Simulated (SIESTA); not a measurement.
Input and output of a self-consistent single point for HgRuO3 (P1, 5 atoms in the cell) (SIESTA).

Level of theory: LDA PW92, numerical atomic orbitals TZP, PseudoDojo LDA standard norm-conserving potentials (rewritten from UPF to PSML) run with SIESTA 5.4.2.

```yaml
crystal:
  lattice:
    - [3.94433, 0.00000, 0.00000]
    - [0.00000, 3.94433, 0.00000]
    - [0.00000, 0.00000, 3.94433]
  atoms:
    - { symbol: Hg, position: [0.02045, 0.01935, 0.02356] }
    - { symbol: Ru, position: [0.50266, 0.48474, 0.50720] }
    - { symbol: O, position: [0.48096, 0.51607, 0.99138] }
    - { symbol: O, position: [0.00968, 0.49085, 0.48802] }
    - { symbol: O, position: [0.48626, 0.98899, 0.48985] }
```

Reference input (self-consistent single point, DFT, GGA PBEsol, numerical atomic orbitals TZP, PseudoDojo PBEsol standard norm-conserving potentials (rewritten from UPF to PSML)): XC.functional = GGA; XC.authors = PBEsol; potentials = PseudoDojo PBEsol standard; PAO.BasisSize = TZP; PAO.EnergyShift = 0.01 Ry; MeshCutoff = 300 Ry; kgrid.MonkhorstPack = 5 5 5; OccupationFunction = FD; ElectronicTemperature = 136 meV; MaxSCFIterations = 150; SCF.Mixer.Method = Broyden; SCF.Mixer.Weight = 0.1. This run's input differs from it in these lines:

```diff
@@ -1,2 +1,2 @@
-# files in the folder: Hg.psml Ru.psml O.psml (PseudoDojo PBEsol standard)
+# files in the folder: Hg.psml Ru.psml O.psml (PseudoDojo LDA standard)
 SystemName  HgRuO3
@@ -26,4 +26,4 @@
 
-XC.functional                GGA
-XC.authors                   PBEsol
+XC.functional                LDA
+XC.authors                   PW92
 PAO.BasisSize                TZP
```

Log, with long lists cut:

```
        iscf     Eharris(eV)        E_KS(eV)     FreeEng(eV)     dDmax    Ef(eV) dHmax(eV)
   scf:    1    -8442.197214    -8560.148426    -8560.691463  1.609496 -0.762594 46.266607
   scf:    2    -8633.708346    -8607.161658    -8607.449153  0.479448 -1.444705 18.565972
   scf:    3    -8633.563087    -8623.369582    -8623.662834  0.687643 -2.437879 13.751157
   scf:    4    -8626.351396    -8626.626842    -8626.925368  0.422295 -2.959451  6.961056
   scf:    5    -8626.553001    -8626.590057    -8626.888931  0.003910 -2.961265  7.014342
   [... 21 lines left out ...]
   scf:   27    -8627.979982    -8627.979982    -8628.253098  0.000014 -3.229154  0.000096
   scf:   28    -8627.979981    -8627.979982    -8628.253098  0.000012 -3.229155  0.000081
   scf:   29    -8627.979981    -8627.979981    -8628.253098  0.000010 -3.229156  0.000069
   scf:   30    -8627.979981    -8627.979981    -8628.253098  0.000009 -3.229156  0.000060
SCF Convergence by DM+H criterion
max |DM_out - DM_in|         :     0.0000088012
max |H_out - H_in|      (eV) :     0.0000599015
SCF cycle converged after 30 iterations

Using DM_out to compute the final energy and forces

siesta: E_KS(eV) =            -8627.9800

siesta: E_KS - E_eggbox =     -8627.9800

siesta: Atomic forces (eV/Ang):
     1    0.091356   -0.229058    0.075371
     2    0.423990    0.422313   -0.249626
     3    0.066410   -0.195516    0.412085
     4   -0.661366   -0.115940   -0.107313
     5    0.077091    0.117540   -0.116203
   Tot   -0.002520   -0.000660    0.014314
   Max    0.661366
   Res    0.282253    sqrt( Sum f_i^2 / 3N )
   Max    0.661366    constrained

Stress tensor Voigt[x,y,z,yz,xz,xy] (kbar):      169.86      170.22      151.88       -2.89       -1.47       -5.35
   [... lines left out ...]
siesta: FreeEng =     -8628.253098
siesta: Cell volume =         61.364857 Ang**3
siesta:        -163.98795185       -166.67150825  kBar
   [... lines left out ...]
             -0.280   0.666   0.290   0.291   0.014   0.014   0.007   0.006

              0.010

mulliken: Qtot =       54.000

Mulliken Atomic Populations:
Atom #   charge [q] valence [e]  Species
     1     1.000065   18.999935  Hg
     2    -0.079055   16.079055  Ru
     3    -0.305001    6.305001  O
     4    -0.307774    6.307774  O
     5    -0.308234    6.308234  O
 Total    -0.000000
```

The run converged in 30 iterations. Against the reference run the pressure goes from -11.03 to -16.40 GPa and the largest force goes from 0.701 to 0.680 eV/Å.

The starting cell comes from a database of computed structures (which also holds hypothetical and non-ambient phases and stackings), without a prior relaxation at this level. Its atoms were displaced at random from the sites of space group no. 221. Spin polarisation is off. Values carry the incompleteness of an atom-centred basis. With a pressure of about -16 GPa the cell is away from its equilibrium volume at this level.

Cost on one core of a shared machine: roughly 80 s.
